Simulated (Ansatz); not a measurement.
InBi: response to strain

Take InBi in the zinc blende structure (space group F-43m, No. 216; a = 6.722 Å; a cell from a computed database, its experimental status unchecked; relaxed with 0.1 eV smearing) as the base. Axes: x, y, z lie along the cube axes.

Strains are applied to the cell and any free atomic positions relax.

All numbers come from PBEsol/PAW in Ansatz (a program for electronic structure), no spin-orbit coupling, earlier PAW set.

Candidates:
(a) uniaxial strain ε_yy = +5.37 %
(b) uniaxial strain ε_xx = −0.39 %
(c) strain tensor (xx, yy, zz, yz, xz, xy) = (+1.59, +0.05, +2.46, +1.31, +0.32, −0.30) %

Notes on the quantities. energy relative to the base: free energy F.

Problem. Order them by energy relative to the base, lowest first.

Solution. (b) uniaxial strain ε_xx = −0.39 % (+0.1 meV/atom), (c) strain tensor (xx, yy, zz, yz, xz, xy) = (+1.59, +0.05, +2.46, +1.31, +0.32, −0.30) % (+8.9 meV/atom), (a) uniaxial strain ε_yy = +5.37 % (+15 meV/atom)

Stability against distortions was not tested.
